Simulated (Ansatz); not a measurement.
The structure below was relaxed with Ansatz (an electronic-structure program), PBEsol, PAW, cutoff 420 eV, scalar-relativistic without spin-orbit coupling.

Space group Immm (No. 71); a = 3.210 Å, b = 4.569 Å, c = 9.038 Å, α = β = γ = 90.00°

```tsv
atom	site	symmetry	x	y	z
Ta	2a	mmm	0.0000	0.0000	0.0000
V	2c	mmm	0.0000	0.0000	0.5000
Ta	4j	mm2	0.0000	0.5000	0.2408
```

Question: Write out a cell with all atoms.

Answer: 
```cif
data_Ta6V2
_chemical_formula_sum 'Ta6 V2'
_space_group_name_H-M_alt 'P 1'
_space_group_IT_number 1
_cell_length_a 3.20960
_cell_length_b 4.56927
_cell_length_c 9.03750
_cell_angle_alpha 90.000
_cell_angle_beta 90.000
_cell_angle_gamma 90.000
loop_
_space_group_symop_operation_xyz
  'x, y, z'
loop_
_atom_site_label
_atom_site_type_symbol
_atom_site_fract_x
_atom_site_fract_y
_atom_site_fract_z
_atom_site_occupancy
Ta1 Ta 0.00000 0.00000 0.00000 1
V1 V 0.50000 0.50000 0.00000 1
Ta2 Ta 0.50000 0.00000 0.74083 1
Ta3 Ta 0.00000 0.50000 0.75917 1
Ta4 Ta 0.50000 0.50000 0.50000 1
V2 V 0.00000 0.00000 0.50000 1
Ta5 Ta 0.00000 0.50000 0.24083 1
Ta6 Ta 0.50000 0.00000 0.25917 1
```
This is the conventional cell.

These are small ordered cells, not random alloys; other orderings at the same x differ. Stability against distortions was not tested. Starting moments died away, wholly or in part, for x(Ta) = 0.75, 4 atoms, Immm; another magnetic solution may exist. All final runs are without spin polarisation. The cell was made from V by this change: x(Ta) = 0.75, 4 atoms, Immm.
